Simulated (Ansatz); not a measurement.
End structure of F on the 1x1 (100) surface of monoclinic ZrO2 (cut with top plane 2 O), one in a 1x1 cell, started at the site 'top O':

Host crystal: monoclinic ZrO2, with a band gap (PBE, scalar-relativistic without spin-orbit coupling).

```xyz
25
Lattice="5.2418 0.0000 0.0000 0.0000 5.3788 0.0000 0.0000 0.0000 29.0000" Properties=species:S:1:pos:R:3 pbc="T T T"
O      1.0287     4.6930     9.7952
O      1.5922     2.0036     9.7952
Zr     0.3851     0.8845    10.8571
Zr     2.2357     3.5739    10.8571
O      3.8845     4.8514    11.6201
O      3.9781     2.1620    11.6201
O      1.2717     2.3532    12.3069
O      1.3492     5.0426    12.3069
Zr     2.9062     0.9371    13.0821
Zr     4.9565     3.6265    13.0821
O      3.4997     2.6974    14.1411
O      4.3629     5.3869    14.1411
O      0.8870     3.6213    14.8405
O      1.7519     0.9300    14.8503
Zr     0.2544    -0.0039    15.9114
Zr     2.3621     2.6912    15.9287
O      3.9004     3.9976    16.7523
O      3.9787     1.2971    16.7486
O      1.3009     1.4168    17.3409
O      1.3185     4.1345    17.3402
Zr     2.9139     0.0268    18.0477
Zr     5.0123     2.7139    18.4077
O      3.7746     1.3727    19.3402
O      3.9294     4.2145    19.3178
F      6.3567     2.7287    19.7752
```

Model: 25-atom slab, 9.4 Å thick at the start under the adsorbate (thin: gaps and levels are the slab's own), 4x4x1 mesh, Fermi-Dirac 0.01 eV, dipole correction, 12 atoms held, the rest relaxed; no symmetry held; spin-polarised, ending with about 1.0 μB a cell, a value that depends on the mesh; orders that need a larger cell were not tried, no spin-orbit, no U, no dispersion correction. The slab shows no gap over 0.04 eV on its mesh. At the end it is bonded to Zr. In PBE it is, or lies within 0.03 eV of, the lowest of the starts that converged.

A negative adsorption energy means that the adsorbate is more stable on the surface than in its reference.

Problem. Predict the change of the step from the bottom to the top vacuum level, against the clean slab from Ansatz (a quantum-chemistry and plane-wave program) with PBE.

Solution. 1.53 eV

Problem. Predict the work function of the top face from PBE.

Solution. 8.78 eV

Problem. Give the adsorption energy against ½ F2(g) at the level PBE.

Solution. -37.3 kcal/mol
